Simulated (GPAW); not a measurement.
**Input and output of a self-consistent single point for SiTe2 (P-3m1, 3 atoms in the cell) (GPAW)**

Computed with PBEsol, GPAW PAW datasets PBEsol (made by gpaw-setup) (plane waves; GPAW 25.7.0).

Input as run:

```python
from ase import Atoms
from ase.units import GPa
from gpaw import GPAW, PW

atoms = Atoms(['Si', 'Te', 'Te'],
              cell=[[3.792109, 0.000000, 0.000000],
                    [-1.896054, 3.284063, 0.000000],
                    [0.000000, 0.000000, 7.063516]],
              scaled_positions=[[0.000000, 0.000000, 0.000000],
                                [0.333333, 0.666667, 0.773410],
                                [0.666667, 0.333333, 0.226590]],
              pbc=True)

calc = GPAW(mode=PW(550),
            xc='PBEsol',
            kpts={'size': (8, 8, 4), 'gamma': True},
            occupations={'name': 'methfessel-paxton', 'width': 0.272, 'order': 0},
            nbands=-7,
            convergence={'density': 1e-05, 'energy': 1e-05},
            symmetry={'symmorphic': False, 'tolerance': 0.0005},
            maxiter=100)

atoms.calc = calc

energy = atoms.get_potential_energy()
print('Energy (eV):', round(energy, 6))
forces = atoms.get_forces()
print('Forces (eV/Ang):')
print(forces.round(5))
stress = atoms.get_stress()
print('Stress (GPa, Voigt):', (stress / GPa).round(4))
```

The program printed (abridged):

```
Input parameters:
  convergence: {density: 1e-05,
                energy: 1e-05}
  kpts: {gamma: True,
         size: (8, 8, 4)}
  maxiter: 100
  mode: {ecut: 550.0,
         name: pw}
  nbands: -7
  occupations: {name: methfessel-paxton,
                order: 0,
                width: 0.272}
  symmetry: {symmorphic: False,
             tolerance: 0.0005}
  xc: PBEsol

species:
  Si:
    name: Silicon
    Z: 14.0
    valence: 4
    core: 10
    charge: 0.0
    file: Si.PBEsol.gz

    # Using partial waves for Si as LCAO basis

  Te:
    name: Tellurium
    Z: 52.0
    valence: 6
    core: 46
    charge: 0.0
    file: Te.PBEsol.gz

    # Using partial waves for Te as LCAO basis

Reference energy: -377295.513867  # eV

Spin-paired calculation

Convergence criteria:
 Maximum [total energy] change in last 3 cyles: 1e-05 eV / valence electron
 Maximum integral of absolute [dens]ity change: 1e-05 electrons / valence electron
 Maximum integral of absolute [eigenst]ate change: 4e-08 eV^2 / valence electron
 Maximum number of scf [iter]ations: 100

Symmetries present (total): 12
Symmetries with fractional translations: 0
256 k-points: 8 x 8 x 4 Monkhorst-Pack grid + [1/16,1/16,1/8]
35 k-points in the irreducible part of the Brillouin zone
       k-points in crystal coordinates                weights
   0:     0.00000000    0.00000000    0.00000000          1/256
   1:     0.00000000    0.00000000    0.25000000          2/256
   2:     0.00000000    0.00000000    0.50000000          1/256
   [... 7 lines left out ...]
          ...
  34:     0.50000000    0.50000000    0.50000000          3/256

Wave functions: Plane wave expansion
  Cutoff energy: 550.000 eV
  Number of coefficients (min, max): 2548, 2613
  Pulay-stress correction: 0.000000 eV/Ang^3 (de/decut=0.000000)

Occupation numbers: Methfessel-Paxton:
  width: 0.2720  # eV
  order: 0

Eigensolver

Densities:
  Coarse grid: 21*21*40 grid
  Fine grid: 42*42*80 grid
  Total Charge: 0.000000

Density mixing:
  Method: separate
  Backend: pulay
  Linear mixing parameter: 0.05
  old densities: 5
  Damping of long wavelength oscillations: 50

Hamiltonian:
  XC and Coulomb potentials evaluated on a 42*42*80 grid
  External potential:
    NoExternalPotential

XC parameters: PBEsol with 2 nearest neighbor stencil

Number of atoms: 3
Number of atomic orbitals: 12
Number of bands in calculation: 15
Number of valence electrons: 16
Bands to converge: occupied

Density initialized from atomic densities
  12 bands from LCAO basis set
  3 bands from random numbers

Atomic positions and initial magnetic moments

Positions:
   0 Si     0.000000    0.000000    0.000000    ( 0.0000,  0.0000,  0.0000)
   1 Te    -0.000002    2.189376    5.462994    ( 0.0000,  0.0000,  0.0000)
   2 Te     1.896057    1.094687    1.600522    ( 0.0000,  0.0000,  0.0000)

Unit cell:
           periodic     x           y           z      points  spacing
  1. axis:    yes    3.792109    0.000000    0.000000    21     0.1564
  2. axis:    yes   -1.896054    3.284063    0.000000    21     0.1564
  3. axis:    yes    0.000000    0.000000    7.063516    40     0.1766

  Lengths:   3.792109   3.792109   7.063516
  Angles:   90.000000  90.000000 119.999991

Effective grid spacing dv^(1/3) = 0.1708

     iter     time        total  log10-change:
                         energy   eigst   dens
iter:   1 --:--:--   -12.908579
iter:   2 --:--:--   -12.915668   -1.89  -1.14
iter:   3 --:--:--   -12.935893   -2.35  -1.16
iter:   4 --:--:--   -12.907194   -3.75  -1.44
iter:   5 --:--:--   -12.874922   -2.93  -1.52
iter:   6 --:--:--   -12.873852   -4.19  -2.15
iter:   7 --:--:--   -12.873546   -4.82  -2.37
iter:   8 --:--:--   -12.873405   -5.34  -2.72
iter:   9 --:--:--   -12.873400c  -6.03  -3.03
iter:  10 --:--:--   -12.873397c  -6.34  -3.38
iter:  11 --:--:--   -12.873397c  -7.30  -3.72
iter:  12 --:--:--   -12.873397c  -7.63c -3.71
iter:  13 --:--:--   -12.873398c  -7.61c -3.80
iter:  14 --:--:--   -12.873398c  -8.63c -3.95
iter:  15 --:--:--   -12.873398c  -8.28c -3.94
iter:  16 --:--:--   -12.873397c  -8.34c -4.21
iter:  17 --:--:--   -12.873397c  -8.68c -4.45
iter:  18 --:--:--   -12.873397c  -9.94c -4.83
iter:  19 --:--:--   -12.873397c -10.44c -4.84
iter:  20 --:--:--   -12.873397c  -9.94c -4.90
iter:  21 --:--:--   -12.873397c -10.48c -5.31c

Converged after 21 iterations.

Dipole moment: (-0.000000, 0.000000, 0.000000) |e|*Ang

Energy contributions relative to reference atoms: (reference = -377295.513867)

Kinetic:        +15.444636
Potential:      -14.346083
External:        +0.000000
XC:             -14.175714
Entropy (-ST):   -0.044077
Local:           +0.225802
SIC:             +0.000000
--------------------------
Free energy:    -12.895436
Extrapolated:   -12.873397

Showing only first 2 kpts
 Kpt  Band  Eigenvalues  Occupancy
  0     6      5.09120    1.41414
  0     7      5.09121    1.41413
  0     8      6.11706    0.00000
  0     9      8.26035    0.00000

  1     6      5.11718    1.31805
  1     7      5.11718    1.31804
  1     8      6.60837    0.00000
  1     9      8.16879    0.00000

Fermi level: 5.19600

No gap
No difference between direct/indirect transitions
Energy (eV): -12.873397

Forces in eV/Ang:
  0 Si    0.00000    0.00000    0.00000
  1 Te   -0.00000    0.00000   -0.10853
  2 Te   -0.00000    0.00000    0.10853

Stress tensor:
     0.012529    -0.000000     0.000000
    -0.000000     0.012529     0.000000
     0.000000     0.000000     0.000160
Stress (GPa, Voigt): [ 2.0074  2.0074  0.0256  0.      0.     -0.    ]
```

The run converged in 21 iterations. GPAW prints stress with tension positive.

The starting cell comes from a database of computed structures (which also holds hypothetical and non-ambient phases and stackings), without a prior relaxation at this level. Its lattice was rescaled by a random factor within 2.5 % of one. Spin-orbit coupling is off. The run gives no clean gap (levels at the Fermi energy touch, overlap or are partly filled at this smearing), which alone does not show that the compound is a metal.

Cost on one core of a shared machine: roughly 70 s.
